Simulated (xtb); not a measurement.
xtb 6.7.1, GFN2-xTB: Mn(Cl)(SH)(dme) (C[O]1CC[O](C)->[Mn]<-1([SH])[Cl]), charge 0, multiplicity 6, 20 atoms. The geometry is a generated start, not checked to be a minimum at this level.

```
Item                                                                                                            Value
------------------------  -------------------------------------------------------------------------------------------
method                                                                                                       GFN2-xTB
--acc                                                                                                     1 (default)
--etemp (K)                                                                                             300 (default)
detailed input (--input)  none: ANC optimiser, Lindh (1995) Hessian, microcycle=20, maxdispl=1.0, hlow=0.01 (default)
basis functions                                                                                                    65
valence electrons                                                                                                  59
```

```xyz
20

Mn    -1.5326     0.6156    -0.7908
Cl    -0.5465     1.1250    -2.5943
S     -3.5794     0.9200     0.0960
H     -3.3868     0.0682     1.1015
C      0.8073     2.4379     0.5150
O      0.1883     1.1738     0.7124
C      1.1153     0.0958     0.6869
C      0.3221    -1.1971     0.8942
O     -0.5972    -1.4420    -0.1602
C     -0.0500    -2.1701    -1.2575
H      0.0094     3.1800     0.5515
H      1.3049     2.4807    -0.4594
H      1.5344     2.6286     1.3119
H      1.8491     0.2190     1.4954
H      1.6402     0.0793    -0.2801
H     -0.2870    -1.0906     1.7992
H      1.0047    -2.0481     1.0043
H      0.7320    -1.6047    -1.7726
H     -0.8772    -2.3438    -1.9468
H      0.3490    -3.1274    -0.9065
```

Charge 0 and multiplicity 6 are set for this test and not shown to be the ground state. GFN-xTB has no spin term: --uhf 5 sets the occupations alone.

The structure is relaxed from this start with --opt LEVEL for the levels crude, sloppy, loose, lax, normal, tight, vtight, extreme, once each. Up to the end of the extreme run atoms move by at most 0.36 Å along an axis.

### Question
What is the loosest level that ends within 5 meV of the extreme run, and how many cycles does it take?

### Answer
normal: 10 cycles against 22, ending 0.20 meV above.

| level | cycles | energy above the extreme run (meV) | gradient norm (eV/Å) |
|---|---|---|---|
| crude | 1 | 6.5 | 0.059 |
| sloppy | 1 | 6.5 | 0.059 |
| loose | 1 | 6.5 | 0.059 |
| lax | 1 | 6.5 | 0.059 |
| normal | 10 | 0.20 | 0.032 |
| tight | 12 | 0.12 | 0.033 |
| vtight | 22 | under 0.01 | 0.0014 |
| extreme | 22 | — | 0.0014 |
